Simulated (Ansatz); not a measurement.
K in the bcc (W type) structure; conventional cell a = 5.2300 Å, b = 5.2300 Å, c = 5.2300 Å, α = 90.00°, β = 90.00°, γ = 90.00°.

Task: What linear thermal expansion coefficient does quasi-harmonic approximation on Ansatz (a first-principles code), PBEsol functional, plane-wave PAW give at 250 K, and what isobaric heat capacity per mole of formula units and Grüneisen parameter?

Result: α = 82.1 × 10⁻⁶ K⁻¹; C_P = 27.3 J/(mol K); γ = 1.31. Whether this phase is the stable one at each condition was not tested.
